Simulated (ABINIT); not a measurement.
σxx against uniaxial strain in diamond-structure C (space group 227): C11 (ABINIT, PBEsol)

```
C
1.0
    0.00000     1.77931     1.77931
    1.75262     0.00000     1.77931
    1.75262     1.77931     0.00000
C
2
Direct
  0.50000   0.50000   0.50000
  0.75000   0.75000   0.75000
```

Level of theory: PBEsol, norm-conserving pseudopotentials (PseudoDojo nc-sr-04 PBEsol standard) (plane waves; ABINIT). Settings: pseudos = [C.upf]; ecut = 53 Ha; occopt = 3; tsmear = 0.00036749 Ha; ngkpt = 18 18 18; nshiftk = 1; shiftk = 0 0 0; potentials = PseudoDojo nc-sr-04 PBEsol standard; nband = 9; kptopt = 1; nstep = 80; toldfe = 1e-09 Ha. The cell above is the first row's. The rows stretch one cube axis (x) by the strain ε and hold the other two. Stress is positive in tension. In all rows fractional positions and the k mesh are held.

| ε (%) | σxx (GPa) |
|---|---|
| -1.5 | ? |
| -1.0 | -10.80 |
| -0.5 | -5.36 |
| 0.0 | 0.01 |
| 0.5 | 5.31 |
| 1.0 | 10.54 |
| 1.5 | 15.70 |
| 2.0 | 20.80 |

**Question.** Using a parabola, estimate the missing σxx at ε = -1.5 from the other rows, showing the fit.

**Answer.** Least squares gives σxx = 0.009 + 10.6698·ε - 0.1376·ε². Residuals (row less fit): -0.002, 0.000, 0.001, 0.000, -0.001, -0.004, 0.002; standard error 0.003 (degrees of freedom: 4). The slope at ε = 0, 10.6698 GPa per cent, gives C11 ≈ 100 × 10.6698 = 1067 GPa, for the static lattice. At the withheld row, σxx = 0.009 + 10.6698 × (-1.5) - 0.1376 × (-1.5)² = -16.305 GPa. The calculation gives -16.31 GPa, which the fit meets to the printed digits. The row lies outside the fitted rows, so this is an extrapolation.

Carrying the step between the two nearest rows on in a straight line would have given -16.24, off by 0.07; series whose last step already gives the withheld value aren't shown. The reference cell has the volume at which an earlier scan in this program and functional put its minimum by a fit. The runs keep the symmetry of the cell, so they don't test it for distortions. The unstrained cell stands at a pressure of -0.01 GPa, and the constants belong to that pressure. By symmetry this strain leaves no force on the atoms; the largest in the rows is 0.000 eV/Å. Cutoffs and mesh are single choices, not tested for convergence of this quantity. Series with a scatter that would blur these digits, or in which a gap closes, are not shown. Strain series were run only where this level's volume lies within 10 % of a first guess from the measured size.
